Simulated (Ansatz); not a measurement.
An Ansatz (an electronic-structure program) run: NaCl with a change (biaxial strain −1.50 %, plane normal [001], relaxed out of plane); PBEsol (Ansatz), scalar-relativistic without spin-orbit coupling.

Input:

Ansatz 0.2 input:
```yaml
crystal:
  lattice:
    - [3.9014247996, 0, 0]
    - [0, 3.9014247996, 0]
    - [1.9507123998, -1.9507123998, 2.8217404686]
  atoms:
    - { symbol: Na, position: [0, 0, 0] }
    - { symbol: Cl, position: [0.5, 0.5, 1] }
basis: { ecutwfc: 420, ecutrho_ratio: 4, xc_grid: 2, fft_grid_basis: typed }
kpoints: { mp_grid: { grid: [10, 10, 10] } }
hamiltonian:
  xc: pbesol
  dispersion: none
  pseudopotentials: { kind: paw }
scf: { occupations: { method: fermi_dirac, width: 0.05 } }
relax: { f_tol: 0.005, max_steps: 50, cell: { stress_tol: 0.01, fix: [a, b, gamma] } }
output: { forces: true, stress: true }
checkpoint: { write: state.ck, write_every: 1000 }
```

Output (explanatory and most iteration lines left out):

```
Relaxation: its limit of steps is 50 (relax.max_steps)
Pseudopotential: Na, paw, valence charge 9
Pseudopotential: Cl, paw, valence charge 7
Crystal: 2 atoms, lattice volume = 42.950 Å³
Basis set: ecut = 420 eV, 869 PW (Γ), exchange–correlation on 54×54×54 points (8 copies of the dense FFT grid, shifted against one another)
Bands: 12, of which v1, the nominal top of the filled ones, is band 8 counted from 1 (7 counted from 0)
Symmetry: 16 space group operations
Space group: I4/mmm (ITA 139), of the structure as read, at distance tolerance 3.5e-5 Å
k-points: 102 of 1000
Functional: x = pbesol(κ = 0.804, μ = 0.12345679012345678), c = pbesol(β = 0.046)
SCF iter   1: F=—  HF=-2540.285468 eV  |F-HF|=—  |Δ(HF+E_count)|=         —  Δρ=2.92e-3  dr2=3.90e-3  ethr=1.77e-3  ⟨swp⟩=5.7  Hψ=7132  notcnv=0
SCF iter   2: F=—  HF=-2540.282747 eV  |F-HF|=—  |Δ(HF+E_count)|=   2.72e-3  Δρ=1.31e-3  dr2=9.72e-4  ethr=2.44e-5  ⟨swp⟩=2.8  Hψ=2773  notcnv=0
SCF 1 converged in 6 iterations: F = -2540.282549 eV  dr2 = 5.33e-8
relax step   1: F+E_penalty+E_count = -2540.28254917 eV  Δ(F+E_penalty+E_count) = +0.000e0 eV  max|allowed force component| = 4.339e-30 eV/Å  Δτ_max = 0.0000 Å  P = +0.666 GPa  Ω = 42.950 Å³  fix = [a, b, gamma]  reactions: a +1.023, b +1.023 GPa  (6 SCF iters, dr2 threshold 1.00e-7 eV, accepted)
[... steps on the carried basis left out ...]
relax step   3: F+E_penalty+E_count = -2540.28255558 eV  Δ(F+E_penalty+E_count) = -1.977e-6 eV  max|allowed force component| = 4.252e-30 eV/Å  Δτ_max = 0.0000 Å  P = +0.690 GPa  Ω = 42.911 Å³  energy of the carried Pulay correction = +5.799e-7 eV  fix = [a, b, gamma]  reactions: a +1.034, b +1.034 GPa  (4 SCF iters, dr2 threshold 1.64e-9 eV, accepted)
Crystal: 2 atoms, lattice volume = 42.911 Å³
SCF iter   1: F=—  HF=-2540.282530 eV  |F-HF|=—  |Δ(HF+E_count)|=         —  Δρ=5.15e-6  dr2=8.77e-9  ethr=4.91e-6  ⟨swp⟩=2.6  Hψ=9848  notcnv=0
SCF iter   2: F=—  HF=-2540.282555 eV  |F-HF|=—  |Δ(HF+E_count)|=   2.47e-5  Δρ=4.72e-6  dr2=8.31e-9  ethr=5.48e-11  ⟨swp⟩=2.8  Hψ=2502  notcnv=0
SCF 4 converged in 8 iterations: F = -2540.282555 eV  dr2 = 6.54e-13
SCF converged after 8 iterations
Free energy (F): -2540.282555 eV
Internal energy: -2540.282555 eV  (E = F + TS)
E sigma→0 (E₀):  -2540.282555 eV
Fermi energy:    4.027641 eV
--- Forces (eV/Å), atoms counted from 1 ---
  atom   1  Na     0.00000000     0.00000000     0.00000000
  atom   2  Cl     0.00000000    -0.00000000    -0.00000000
--- Stress (GPa, compression-positive) ---
        1.034158      -0.000000       0.000000
       -0.000000       1.034158       0.000000
        0.000000       0.000000       0.000478
  P = ⅓ Tr σ = 0.6896 GPa (6.896 kbar)
--- Relaxed structure (3 steps of the walk, 3 accepted, 1 SCFs on fresh bases) ---
  cell:  # Å, volume = 42.9107 Å³
    - [3.9014247996, -6.221966053658515e-111, -1.609176964063859e-33]
    - [-6.221966053658515e-111, 3.9014247996, -3.862024713753261e-33]
    - [1.9507123998, -1.9507123998, 2.8191546825338825]
  atoms:
    - { symbol: Na, position: [2.499509145065479e-37, -5.711972508995412e-38, -4.999018289457503e-37] }
    - { symbol: Cl, position: [0.4999999999999999, 0.5, 1.0] }
```

Stability against distortions was not tested. The cell was made from NaCl in the rock salt structure (space group Fm-3m, No. 225) by this change: biaxial strain −1.50 %, plane normal [001], relaxed out of plane.
